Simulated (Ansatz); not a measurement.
For Sc2C (model structure, started from the Ca2N type, R-3m, No. 166, 3 atoms in the cell), LDA in Ansatz (plane waves, PAW) gives:

- lattice constant a: 3.264 Å
- lattice parameter c: 16.327 Å
- cohesive energy: 6.74 eV/atom

### Question
What does r²SCAN+rVV10 (Ansatz, a program for electronic structure, PAW) give for the same quantities?

### Answer

- lattice constant a: 3.328 Å (grows by 2.0 %)
- lattice parameter c: 16.491 Å (grows by 1.0 %)
- cohesive energy: 5.97 eV/atom (shrinks by 0.77 eV/atom)

Changes are worked out from the printed values.

Unless a cell is named, each level is at its own relaxed cell (LDA 16.73, r²SCAN+rVV10 17.58 Å³/atom).

Ansatz's density-functional and Hartree–Fock values are scalar-relativistic unless marked +SOC, with PAW data made under PBE.

A model structure was made by putting elements into a prototype or built by hand; it is no filed structure, need not be a known phase, and can be a saddle point held by its symmetry.
